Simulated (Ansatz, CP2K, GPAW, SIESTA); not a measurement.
## One structure in several programs: SrSi3Ni (I4mm, 5 atoms in the cell)

Self-consistent single point.

```xyz
5
Lattice="-2.0492 2.0492 4.8042 2.0492 -2.0492 4.8042 2.0492 2.0492 -4.8042" Properties=species:S:1:pos:R:3 pbc="T T T"
Sr     0.0000     0.0000     5.7545
Si     0.0000     0.0000     0.0201
Si     2.0492     0.0000     3.3626
Si     0.0000     2.0492     3.3626
Ni     0.0000     0.0000     2.3520
```

All programs got the same cell, k-point mesh and kind of occupations (in Ansatz's words: kpoints.mp_grid.grid = 10 10 10; scf.occupations.method = gaussian; scf.occupations.width = 0.0037 Ry); potentials, basis and cutoffs are each program's usual ones.

| code | model | pressure (GPa) | largest force (eV/Å) | k-points | cutoff |
|---|---|---|---|---|---|
| Ansatz | LDA (PW92), PAW files made with PBE | 0.77 | 0.357 | 102 | default |
| CP2K | LDA (Pade form), GPW, DZVP-MOLOPT-SR-GTH basis, GTH-PADE potentials (GTH_POTENTIALS) | 0.80 | 0.338 | 504 | grid 600 Ry |
| SIESTA | LDA PW92, numerical atomic orbitals DZP, PseudoDojo LDA standard norm-conserving potentials (rewritten from UPF to PSML) | 7.54 | 0.304 | 560 | grid 400 Ry |
| GPAW | LDA (Perdew-Wang 92), GPAW PAW datasets LDA (gpaw-data 1.0.1) | 1.55 | 0.359 | 102 | 850 eV |

Size of the force on each atom (eV/Å): Sizes of forces hide their directions.

```
code      Sr1    Si2    Si3    Si4    Ni5
------  -----  -----  -----  -----  -----
Ansatz  0.035  0.357  0.094  0.094  0.134
CP2K    0.019  0.338  0.103  0.103  0.113
SIESTA  0.304  0.095  0.113  0.113  0.171
GPAW    0.027  0.359  0.085  0.085  0.161
```

The spread over the programs that give each value: pressure within 6.77 GPa; largest force within 0.055 eV/Å.

The starting cell comes from a database of computed structures (which also holds hypothetical and non-ambient phases and stackings), without a prior relaxation at this level. Its lattice was rescaled by a random factor within 2.5 % of one. On Ansatz's run: Spin polarisation is off.

Task: Why do the programs differ, and what cannot be compared?

Result: Differences of this kind can come from the potentials, where these differ, and from what each basis and cutoff leave unconverged. The valence holds different numbers of electrons (Ansatz (an electronic-structure program) 40, CP2K 40, SIESTA 40, GPAW 38). The zero of total energies and Fermi levels follows the potentials and each program's conventions, so they are not compared here. CP2K and SIESTA use small atom-centred bases, whose incompleteness enters pressures, forces and empty levels differently from a plane-wave cutoff. Ansatz's pressure is given at a fixed set of plane waves, as the other plane-wave codes print theirs. Ansatz's smearing width was typed in Ry to four decimals, so it matches the others to a few per cent. The programs reduce the same mesh by symmetry to different extents, which changes the work and not the result. In the pressure, SIESTA (by 6.38) lies more than 1 GPa from the median of the plane-wave programs. In the force vectors, SIESTA (by 0.335) lies more than 0.08 eV/Å from the median of the plane-wave programs.

Left out of this page: Quantum ESPRESSO and ABINIT (stopped by limits of time or memory); FLEUR (not drawn, or without a comparable value).

Keys are those of Ansatz 0.2.
